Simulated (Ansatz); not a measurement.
Consider BaF$_{2}$ in the fluorite structure (space group Fm-3m, No. 225; a = 6.137 Å).

Computed with PBEsol (Ansatz, a program for electronic structure; PAW; 420 eV plane waves; no SOC).

One change was made to it. Results:

```json
[
 {"quantity": "gap character", "base": "indirect, K–Γ (36 % along) → Γ", "after": "direct at X"},
 {"quantity": "electron mass", "base": "0.48 mₑ (at Γ)", "after": "0.83 mₑ along k, 3.0 mₑ across (at X)"},
 {"quantity": "density", "base": "5.04 g/cm³", "after": "7.16 g/cm³"},
 {"quantity": "width of the top valence band", "base": "0.26 eV", "after": "0.86 eV"}
]
```

**Question.** Name the change that was made.
A) pressure −2 GPa
B) pressure 3 GPa
C) pressure 15 GPa
D) pressure 50 GPa
E) pressure −1 GPa

**Answer.** D, pressure 50 GPa. For comparison, the gap character in the other runs: pressure 15 GPa gives indirect, K–Γ (33 % along) → X; pressure 3 GPa gives indirect, K–Γ (36 % along) → Γ; pressure −2 GPa gives indirect, K–Γ (36 % along) → Γ; pressure −1 GPa gives indirect, K–Γ (36 % along) → Γ.

Load acts through the strain it causes; cell and atoms are relaxed under it. Masses are band curvatures over ±0.01 Å⁻¹ around the edge. Along k means along the line from Γ to the band edge. Stability against distortions was not tested. Competing high-pressure phases were not computed.
